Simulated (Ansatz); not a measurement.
The cell is made up: elements placed on another compound's structure type, so the phase may be hypothetical.

The decay constant κ of evanescent states in the gap governs leakage through a thin film.

Input:

```xyz
12
Lattice="5.3396 0.0000 0.0000 0.0000 7.5513 0.0000 0.0000 3.7756 3.7756" Properties=species:S:1:pos:R:3 pbc="T T T"
Al     2.6698     6.6074     0.9439
Al     0.0000     6.6074     2.8317
Al     0.0000     4.7195     0.9439
Al     2.6698     4.7195     2.8317
Al     1.3349     1.8878     1.8878
Al     4.0047     1.8878     1.8878
N      0.0000     8.4952     2.8317
N      2.6698     0.9439     0.9439
N      2.6698    10.3830     2.8317
N      0.0000     2.8317     0.9439
N      1.3349     5.6635     1.8878
N      4.0047     5.6635     1.8878
```

Space group of this cell: Pm-3n. The cell was relaxed by PBE-D3(BJ); by r2SCAN its mean pressure is -1.0 GPa.

Transport runs along the normal of the first two printed cell vectors.

The gap is the functional's own, uncorrected, and κ follows it; spin-orbit coupling is left out. Mid-gap values are interpolated between the computed energies.

### Question
Compute, with Ansatz (an electronic-structure program) with r2SCAN, the band gap and the smallest decay constant κ at mid-gap.

### Answer
Gap 3.00 eV on a 8×8×8 mesh; κ = 0.288 1/Å, at the zone centre.
